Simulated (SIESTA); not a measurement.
Input and output of a self-consistent single point for Pb (Im-3m, 1 atom in the cell) (SIESTA).

Level of theory: GGA PBEsol, numerical atomic orbitals DZP, PseudoDojo PBEsol standard norm-conserving potentials (rewritten from UPF to PSML) (SIESTA).

The change in words: lattice scaled by 0.98. Reference geometry:
```yaml
crystal:
  lattice:
    - [-1.97966, 1.97966, 1.97966]
    - [1.97966, -1.97966, 1.97966]
    - [1.97966, 1.97966, -1.97966]
  atoms:
    - { symbol: Pb, position: [0.00000, 0.00000, 0.00000] }
```

Reference input (self-consistent single point, DFT, GGA PBEsol, numerical atomic orbitals DZP, PseudoDojo PBEsol standard norm-conserving potentials (rewritten from UPF to PSML)): XC.functional = GGA; XC.authors = PBEsol; potentials = PseudoDojo PBEsol standard; PAO.BasisSize = DZP; PAO.EnergyShift = 0.01 Ry; MeshCutoff = 400 Ry; kgrid.MonkhorstPack = 15 15 15; OccupationFunction = FD; ElectronicTemperature = 0.1 eV; MaxSCFIterations = 150; SCF.Mixer.Method = Pulay; SCF.Mixer.Weight = 0.2. This run's input differs from it in these lines:

```diff
@@ -11,5 +11,5 @@
 %block LatticeVectors
-    -1.979660000    1.979660000    1.979660000
-     1.979660000   -1.979660000    1.979660000
-     1.979660000    1.979660000   -1.979660000
+    -1.940067000    1.940067000    1.940067000
+     1.940067000   -1.940067000    1.940067000
+     1.940067000    1.940067000   -1.940067000
 %endblock LatticeVectors
```

The program printed (abridged):

```
        iscf     Eharris(eV)        E_KS(eV)     FreeEng(eV)     dDmax    Ef(eV) dHmax(eV)
   scf:    1    -1898.107832    -1897.671505    -1897.691453  0.579260 -3.064954  2.544649
   scf:    2    -1897.805795    -1897.740333    -1897.760290  0.031491 -3.124426  1.824610
   scf:    3    -1897.861015    -1897.810112    -1897.830031  0.076650 -3.273038  0.033436
   scf:    4    -1897.809879    -1897.810022    -1897.829937  0.004138 -3.284927  0.070991
   scf:    5    -1897.810203    -1897.810127    -1897.830045  0.003113 -3.281147  0.000274
   scf:    6    -1897.810127    -1897.810127    -1897.830045  0.000015 -3.281122  0.000088
SCF Convergence by DM+H criterion
max |DM_out - DM_in|         :     0.0000154972
max |H_out - H_in|      (eV) :     0.0000884478
SCF cycle converged after 6 iterations

Using DM_out to compute the final energy and forces

siesta: E_KS(eV) =            -1897.8101

siesta: E_KS - E_eggbox =     -1897.8101

siesta: Atomic forces (eV/Ang):
     1   -0.000000   -0.000000   -0.000000
   Tot   -0.000000   -0.000000   -0.000000
   Max    0.000000
   Res    0.000000    sqrt( Sum f_i^2 / 3N )
   Max    0.000000    constrained

Stress tensor Voigt[x,y,z,yz,xz,xy] (kbar):      -11.93      -11.93      -11.93        0.03        0.03        0.03
(Free)E + p*V (eV/cell)    -1897.6125
Target enthalpy (eV/cell)    -1897.8300

siesta: Program's energy decomposition (eV):
siesta: FreeEng =     -1897.830045

siesta: Stress tensor (static) (eV/Ang**3):
siesta:    -0.007448    0.000017    0.000017
siesta:     0.000017   -0.007448    0.000017
siesta:     0.000017    0.000017   -0.007448

siesta: Cell volume =         29.208562 Ang**3

siesta: Pressure (static):
siesta:                Solid            Molecule  Units
siesta:           0.00008112          0.00008112  Ry/Bohr**3
siesta:           0.00744849          0.00744849  eV/Ang**3
siesta:          11.93379836         11.93379836  kBar
```

The run converged in 6 iterations. Against the reference run the free energy falls by 3.7 meV/atom and the pressure goes from -1.44 to 1.19 GPa.

The starting cell comes from a database of computed structures (which also holds hypothetical and non-ambient phases and stackings), without a prior relaxation at this level. For this run, on top of that: lattice scaled by 0.98. Values carry the incompleteness of an atom-centred basis.
